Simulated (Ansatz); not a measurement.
## 4H silicon carbide: the defect Al on the Si site + N on the C site

Level of theory: PBE, PAW (plane waves to 420 eV; Ansatz, a quantum-chemistry and plane-wave program). Set-up: 96-site cell; 2×2×2 shifted k-points; start: the Si(k) site; C(k) 1.90 Å away, along c; not converged in cell size; relaxed from one start, so a lower configuration may exist; flagged in the runs: a host whose relaxation on this sampling wasn't shown to rest.

Neighbours after relaxation, in Å: of the Al atom: C 1.96, C 1.96, C 1.97, N 2.02; of the N atom: Si 1.88, Si 1.88, Si 1.88, Al 2.02.

```tsv
charge	moment (μB)	largest move off a lattice site (Å)
0	not spin-polarised	0.10
```

Flagged in the runs: a host whose relaxation on this sampling wasn't shown to rest.

All states together cost very roughly 8 core-minutes.
